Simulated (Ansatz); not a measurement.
The cell is built on a prototype and need not be the phase stable at ambient conditions.

By PBEsol, the system below comes out a metal.

Input:

```xyz
2
Lattice="4.4426 0.0000 0.0000 -2.2213 3.8474 0.0000 2.2213 1.2825 1.8137" Properties=species:S:1:pos:R:3 pbc="T T T"
Ti     0.0000     0.0000     0.0000
As     0.0000     2.5650     0.9068
```

Space group of this cell: Pm-3m, CsCl type. The cell was relaxed by PBE-D3(BJ); by PBEsol its mean pressure is 1.3 GPa.

The current flows along the normal of the first two printed cell vectors. No spin-orbit coupling; the value is a mean over 0.1 eV about the Fermi level.

Task: State the ballistic conductance per area according to PBEsol (Ansatz, an electronic-structure program).

Result: 1.1 × 10¹⁵ S/m² for both spins.
